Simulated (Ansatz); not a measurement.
## AlOs, response to strain

Base system: AlOs in the CsCl type structure (space group Pm-3m, No. 221; a = 2.9935 Å; a cell from a computed database, its experimental status unchecked; relaxed with 0.1 eV smearing). Axes: x, y, z lie along the cube axes.

Strains are applied to the cell and any free atomic positions relax; under biaxial strain the out-of-plane vector relaxes too; under stress the whole cell relaxes.

All numbers come from PBEsol/PAW in Ansatz (a first-principles code), no spin-orbit coupling.

Notes on the quantities. energy relative to the base: free energy F; pressure: mean of the normal stresses, compression positive.

```csv
change,energy relative to the base,pressure,shortest interatomic distance
base,0 meV/atom,0.0 GPa,2.592 Å
"biaxial strain −3.10 %, plane normal [001], relaxed out of plane",+31 meV/atom,8.3 GPa,2.570 Å
"biaxial strain −2.45 %, plane normal [001], relaxed out of plane",+19 meV/atom,6.4 GPa,2.574 Å
isotropic strain +2.32 %,+47 meV/atom,-14.8 GPa,2.653 Å
isotropic strain +2.65 %,+61 meV/atom,-16.5 GPa,2.661 Å
"uniaxial stress, 3 GPa tension along z",+1.6 meV/atom,–,2.596 Å
tensor shear ε_yz = −3.19 %,+28 meV/atom,1.0 GPa,2.538 Å
```

Beyond what the load breaks, stability against distortions was not tested. The final runs are not spin-polarised.
